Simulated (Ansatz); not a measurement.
Cells marked so need not be the phases stable at ambient conditions, and some may be hypothetical.

The gap is the functional's own, uncorrected, and κ follows it; spin-orbit coupling is left out. Mid-gap values are interpolated between the computed energies.

A. TePb (Fm-3m, rock salt, 2 atoms a cell, 33.8 Å³ an atom), along the normal of (111)
B. CaF$_{2}$ (Fm-3m, fluorite, 3 atoms a cell, 14.0 Å³ an atom, -3 GPa at this level), along the normal of (111)
C. SrTiO$_{3}$ (I4/mcm, not sure to be the ambient phase, 10 atoms a cell, 12.0 Å³ an atom), along the normal of (001)

Problem. Put the candidates in order of mid-gap decay constant of the slowest evanescent state, lowest first, for r2SCAN in Ansatz (a quantum-chemistry and plane-wave program).

Solution. A (0.08 1/Å), C (0.26 1/Å), B (0.57 1/Å)
